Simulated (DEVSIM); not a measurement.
System: abrupt Si n-p junction, at 250 K.

```csv
layer (left to right),material,thickness (μm),Nd (cm⁻³),Na (cm⁻³),τn (s),τp (s)
1,Si,17.0,3.7e17,-,3.5e-5,3.5e-5
2,Si,68.0,-,8.3e14,3.5e-5,3.5e-5
```

Left contact: ohmic. Right contact: ohmic. Voltage is applied to the left contact. Recombination: SRH at mid-gap, radiative. Mobility is constant in doping.

This is a model device: material constants are rounded textbook-type values typed into the input, and sizes, dopings and lifetimes were drawn at random. Values at 300 K; Nc and Nv go as T^1.5, mobilities as T to minus their exponent, the gap by Varshni's rule with the affinity fixed.

| parameter | Si |
|---|---|
| gap (eV) | 1.124 |
| affinity (eV) | 4.05 |
| permittivity | 11.7 |
| Nc (cm⁻³) | 2.86e19 |
| Nv (cm⁻³) | 3.1e19 |
| μn (cm²/Vs) | 1417 |
| μp (cm²/Vs) | 470 |
| T exponent of μn | 2.3 |
| T exponent of μp | 2.2 |
| B (cm³/s) | 4.7e-15 |
| Varshni α (eV/K) | 0.000473 |
| Varshni β (K) | 636 |

DEVSIM, 1D drift-diffusion, Boltzmann statistics, complete ionisation; no tunnelling, impact ionisation, image-force lowering or self-heating.

Tabulate band edges, carrier densities and field at zero bias.

Energies count from the Fermi level of the right contact; mesh points crowd at the junctions.

```json
[
 {"x (μm)": "0.000", "Ec (eV)": "0.088", "Ev (eV)": "-1.048", "n (cm⁻³)": "3.7e17", "p (cm⁻³)": "< 1e2", "field (V/cm)": "≈ 0"},
 {"x (μm)": "0.05117", "Ec (eV)": "0.088", "Ev (eV)": "-1.048", "n (cm⁻³)": "3.7e17", "p (cm⁻³)": "< 1e2", "field (V/cm)": "≈ 0"},
 {"x (μm)": "0.2111", "Ec (eV)": "0.088", "Ev (eV)": "-1.048", "n (cm⁻³)": "3.7e17", "p (cm⁻³)": "< 1e2", "field (V/cm)": "≈ 0"},
 {"x (μm)": "0.7111", "Ec (eV)": "0.088", "Ev (eV)": "-1.048", "n (cm⁻³)": "3.7e17", "p (cm⁻³)": "< 1e2", "field (V/cm)": "≈ 0"},
 {"x (μm)": "3.429", "Ec (eV)": "0.088", "Ev (eV)": "-1.048", "n (cm⁻³)": "3.7e17", "p (cm⁻³)": "< 1e2", "field (V/cm)": "≈ 0"},
 {"x (μm)": "10.07", "Ec (eV)": "0.088", "Ev (eV)": "-1.048", "n (cm⁻³)": "3.7e17", "p (cm⁻³)": "< 1e2", "field (V/cm)": "≈ 0"},
 {"x (μm)": "14.80", "Ec (eV)": "0.088", "Ev (eV)": "-1.048", "n (cm⁻³)": "3.7e17", "p (cm⁻³)": "< 1e2", "field (V/cm)": "≈ 0"},
 {"x (μm)": "16.53", "Ec (eV)": "0.088", "Ev (eV)": "-1.048", "n (cm⁻³)": "3.7e17", "p (cm⁻³)": "< 1e2", "field (V/cm)": "≈ 0"},
 {"x (μm)": "16.87", "Ec (eV)": "0.088", "Ev (eV)": "-1.048", "n (cm⁻³)": "3.7e17", "p (cm⁻³)": "< 1e2", "field (V/cm)": "≈ 0"},
 {"x (μm)": "16.98", "Ec (eV)": "0.088", "Ev (eV)": "-1.048", "n (cm⁻³)": "3.6e17", "p (cm⁻³)": "< 1e2", "field (V/cm)": "870"},
 {"x (μm)": "17.01", "Ec (eV)": "0.141", "Ev (eV)": "-0.995", "n (cm⁻³)": "3.1e16", "p (cm⁻³)": "< 1e2", "field (V/cm)": "20000"},
 {"x (μm)": "17.14", "Ec (eV)": "0.316", "Ev (eV)": "-0.821", "n (cm⁻³)": "9.5e12", "p (cm⁻³)": "680", "field (V/cm)": "12000"},
 {"x (μm)": "17.49", "Ec (eV)": "0.662", "Ev (eV)": "-0.474", "n (cm⁻³)": "970000", "p (cm⁻³)": "6.6e9", "field (V/cm)": "7700"},
 {"x (μm)": "18.58", "Ec (eV)": "0.915", "Ev (eV)": "-0.221", "n (cm⁻³)": "< 1e2", "p (cm⁻³)": "8.2e14", "field (V/cm)": "26"},
 {"x (μm)": "24.54", "Ec (eV)": "0.915", "Ev (eV)": "-0.221", "n (cm⁻³)": "< 1e2", "p (cm⁻³)": "8.3e14", "field (V/cm)": "≈ 0"},
 {"x (μm)": "40.66", "Ec (eV)": "0.915", "Ev (eV)": "-0.221", "n (cm⁻³)": "< 1e2", "p (cm⁻³)": "8.3e14", "field (V/cm)": "≈ 0"},
 {"x (μm)": "69.35", "Ec (eV)": "0.915", "Ev (eV)": "-0.221", "n (cm⁻³)": "< 1e2", "p (cm⁻³)": "8.3e14", "field (V/cm)": "≈ 0"},
 {"x (μm)": "80.02", "Ec (eV)": "0.915", "Ev (eV)": "-0.221", "n (cm⁻³)": "< 1e2", "p (cm⁻³)": "8.3e14", "field (V/cm)": "≈ 0"},
 {"x (μm)": "83.92", "Ec (eV)": "0.915", "Ev (eV)": "-0.221", "n (cm⁻³)": "< 1e2", "p (cm⁻³)": "8.3e14", "field (V/cm)": "≈ 0"},
 {"x (μm)": "84.67", "Ec (eV)": "0.915", "Ev (eV)": "-0.221", "n (cm⁻³)": "< 1e2", "p (cm⁻³)": "8.3e14", "field (V/cm)": "≈ 0"},
 {"x (μm)": "84.92", "Ec (eV)": "0.915", "Ev (eV)": "-0.221", "n (cm⁻³)": "< 1e2", "p (cm⁻³)": "8.3e14", "field (V/cm)": "≈ 0"},
 {"x (μm)": "85.00", "Ec (eV)": "0.915", "Ev (eV)": "-0.221", "n (cm⁻³)": "< 1e2", "p (cm⁻³)": "8.3e14", "field (V/cm)": "≈ 0"}
]
```
